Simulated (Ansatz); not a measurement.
**Co₂Si (space group Pnma, No. 62; weakly magnetic (sensitive to the mesh))**

```xyz
12
Lattice="4.8080 0.0000 0.0000 0.0000 3.6700 0.0000 0.0000 0.0000 6.9730" Properties=species:S:1:pos:R:3 pbc="T T T"
Co     2.5881     0.9175     5.4467
Co     0.1841     0.9175     5.0128
Co     2.2198     2.7525     1.5263
Co     4.6238     2.7525     1.9602
Co     0.8321     0.9175     0.4536
Co     3.2361     0.9175     3.0329
Co     3.9758     2.7525     6.5194
Co     1.5719     2.7525     3.9401
Si     3.3629     0.9175     0.7330
Si     0.9589     0.9175     2.7535
Si     1.4451     2.7525     6.2400
Si     3.8491     2.7525     4.2195
```

All numbers come from PBEsol in Ansatz (plane waves to 420 eV, PAW, no spin-orbit coupling), earlier PAW set. Settings: 8×10×6 k-points, 0.05 eV Fermi–Dirac smearing.

- Volume per atom = 10.25 Å³
- Density = 7.88 g/cm³
- Band gap = zero
- Magnetic state = weakly magnetic (sensitive to the mesh)
- Total energy = -3603.032 eV/atom (σ→0; compares only within this code and set-up)

The magnetic state is the one reached from the starting moments; the real material's order can differ, and small cells can't hold many antiferromagnetic ones. No phonon test of stability was made. Starting moments died away, wholly or in part, for the base; another magnetic solution may exist.

Ansatz is an electronic-structure program.
